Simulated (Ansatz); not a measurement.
The cell is built on a prototype and need not be the phase stable at ambient conditions.

By PBEsol, the system below comes out a metal.

Data:

```yaml
crystal:
  lattice:
    - [5.39959, 0.00000, 0.00000]
    - [-2.69980, 4.67618, 0.00000]
    - [2.69980, 1.55873, 2.20437]
  atoms:
    - { symbol: Ru, position: [0.50000, 0.50000, 0.00000] }
    - { symbol: Ru, position: [0.00000, 0.50000, 0.00000] }
    - { symbol: Ru, position: [0.50000, 0.00000, 0.00000] }
    - { symbol: Mo, position: [0.00000, 0.00000, 0.00000] }
```

Space group of this cell: Pm-3m, Cu3Au type. The cell was relaxed by PBE-D3(BJ); by PBEsol its mean pressure is -2.3 GPa.

The current flows along the normal of the first two printed cell vectors. No spin-orbit coupling; the value is a mean over 0.1 eV about the Fermi level.

**Question.** Estimate the ballistic conductance per area that PBEsol run with Ansatz (a quantum-chemistry and plane-wave program) returns for this system.

**Answer.** 1.4 × 10¹⁵ S/m² for both spins.
